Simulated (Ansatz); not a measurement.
Functionals compared on Cl on the 1x1 (101) surface of anatase TiO2 (cut with top plane O), one in a 2x1 cell, started at the site 'bridge O-O (span 2.8 Å)', in Ansatz (plane waves, PAW). The structure was relaxed with PBE; the other rows are single points on it, each with its references at the same level. Cutoff 420 eV (500 eV for r2SCAN). The points keep PBE's geometry, so the relaxation of a polaron and the settling of charge on one site are left out.

Host crystal: anatase TiO2, with a band gap (PBE, scalar-relativistic without spin-orbit coupling).

Set-up: 37 atoms, 9.4 Å thick at the start under the adsorbate (thin: gaps and levels are the slab's own); mesh 3x4x1; 0.01 eV smearing; dipole correction on; 14 atoms held, the rest relaxed; no symmetry held; spin-polarised, ending with about 1.0 μB a cell; orders that need a larger cell were not tried, no spin-orbit, no U, no dispersion correction. At the end it is bonded to Ti. In PBE it is, or lies within 0.03 eV of, the lowest of the starts that converged. These notes are the PBE run's. r2SCAN: The program's check for a lower electronic state was not made. Adsorption energies are against ½ Cl2(g). A negative adsorption energy means that the adsorbate is more stable on the surface than in its reference.

```tsv
functional	adsorption energy (eV)	gap of the slab on its k-mesh (eV)	highest filled level below the top vacuum level (eV)	magnetic moment of the cell (μB)	rough cost of the single point
PBE	0.92	0.92	7.83	1.00	–
RPBE	1.05	0.94	7.75	1.00	around 9 core-minutes (rough)
r2SCAN	0.74	1.40	8.12	1.00	around 21 core-minutes (rough)
```

Ansatz is a first-principles code.
